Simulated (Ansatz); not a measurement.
A computed series for hypothetical Fm-3m WGe2: element substitutions

Take WGe$_{2}$ (space group Fm-3m, No. 225; a = 6.127 Å; a hypothetical phase, not in the database extracts checked) as the base.

Each row replaces one element on all its sites; cell and atoms are relaxed.

The values are results of PBE (Ansatz, a program for electronic structure), no SOC, earlier PAW set, not measurements.

```csv
variant,density,shortest interatomic distance
base,9.50 g/cm³,2.653 Å
Ge → Pb,12.37 g/cm³,2.966 Å
Ge → Si,7.80 g/cm³,2.551 Å
Ge → Zn,9.57 g/cm³,2.608 Å
Ge → Os,17.66 g/cm³,2.583 Å
```

Whether these cells are dynamically stable was not tested. As relaxed here, Pb2W, WSi2, Zn2W and Os2W are hypothetical phases, not in the database extracts checked. The final runs are not spin-polarised. Pb2W, WGe2, WSi2 and Zn2W have a high density of states at the Fermi level and may be magnetic at this level.
